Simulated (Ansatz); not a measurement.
Results of PBEsol in Ansatz (plane waves, PAW) for rock-salt ZrN.

A relaxed, unreconstructed slab of the (110) face has 16 atoms, two equal faces of 14.653 Å² each and an energy of -36082.4876 eV. A bulk cell of 4 atoms with the same orientation and in-plane k mesh has -9021.9563 eV. Energies are extrapolated to zero smearing.

Settings: plane-wave cutoff 500 eV, 10×14×1 k mesh (along the axes of the cell as run), Fermi–Dirac smearing 0.05 eV, scalar-relativistic PAW data made under PBE.

Worked out: γ = (E_slab − N E_bulk per atom)/2A = [-36082.4876 − 16 × (-9021.9563/4)]/(2 × 14.653) = 0.1821 eV/Å². With 16.022 J/m² per eV/Å² this is 2.92 J/m², or 2.67 eV per surface cell and face.

Ansatz is a first-principles code.
